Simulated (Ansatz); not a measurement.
Base system: PtTe₂ (space group P-3m1, No. 164; a = 4.009 Å, c = 4.960 Å; layered; relaxed with 0.1 eV smearing). Axes: x lies along a and z along c of the hexagonal cell.

Calculations: PBEsol-D3(BJ) (Ansatz, an electronic-structure program, PAW, spin-orbit coupling left out).

The change: every lattice vector is shortened by 2.50 %, atoms relaxed at fixed cell.

### Question
Predict the stress tensor and what it implies for the stiffness.

### Answer
Stress of the strained cell less that of the base (GPa, compression positive):
```
    9.5     0.0     0.0
    0.0     9.5     0.0
    0.0     0.0     7.2
```

Then B = −ΔP/(ΔV/V₀) with ΔV/V₀ = -0.0731 gives secant stiffness values (nonlinear terms included at this strain): B (at held cell shape, above the free-shape value) ≈ 120 GPa.

As a check, the harmonic strain energy −½ V₀ Δσ:ε is 47 meV/atom; the computed energy rise is 42 meV/atom.

Whether these cells are dynamically stable was not tested. The final runs are not spin-polarised.
